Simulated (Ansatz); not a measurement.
The starting structures come from a database of crystals and need not be the phases stable at ambient conditions.

By PBEsol, the system below comes out a metal.

A figure of merit of an interconnect metal is its ballistic conductance per area.

Given:

```
CELL_PARAMETERS angstrom
      3.45308     0.00000     0.00000
      0.00000     4.67668     0.00000
      1.72654    -2.33834     1.77554
ATOMIC_POSITIONS crystal
  Sn 0.00000 0.00000 0.00000
```

Space group of this cell: Immm. The cell is taken as given; by PBEsol its mean pressure is -3.6 GPa.

The current flows along the normal of the first two printed cell vectors. No spin-orbit coupling; the value is a mean over 0.1 eV about the Fermi level.

**Question.** Estimate the ballistic conductance per area that PBEsol run with Ansatz (a first-principles code) returns for this system.

**Answer.** 1.1 × 10¹⁵ S/m² for both spins.
